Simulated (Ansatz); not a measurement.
Take Y in the hcp (Mg type) structure (space group P6_3/mmc, No. 194; relaxed with 0.1 eV smearing) as the base.

```xyz
2
Lattice="3.5943 0.0000 0.0000 -1.7972 3.1128 0.0000 0.0000 0.0000 5.6099" Properties=species:S:1:pos:R:3 pbc="T T T"
Y      1.7972     1.0376     4.2074
Y      0.0000     2.0752     1.4025
```

Cartesian axes are those of the cell as printed.

The values are results of DFT with PBEsol, PAW potentials and a 420 eV plane-wave cutoff in Ansatz (a first-principles code), no SOC, not measurements.

Perturbation: the cell is compressed by 3.00 % along x with no lateral relaxation, atoms relaxed at fixed cell.

Predict the stress tensor and what it implies for the stiffness.

Stress of the strained cell less that of the base (GPa, compression positive):
```
    2.4     0.0     0.0
    0.0     0.8     0.0
    0.0     0.0     0.8
```

Then −Δσ_ii/ε with ε = -0.0300 gives secant stiffness values (nonlinear terms included at this strain): C11 ≈ 81 GPa, C12 ≈ 26 GPa and C13 ≈ 25 GPa.

As a check, the harmonic strain energy −½ V₀ Δσ:ε is 7.1 meV/atom; the computed energy rise is 7.0 meV/atom.

Stability against distortions was not tested. All final runs are without spin polarisation.
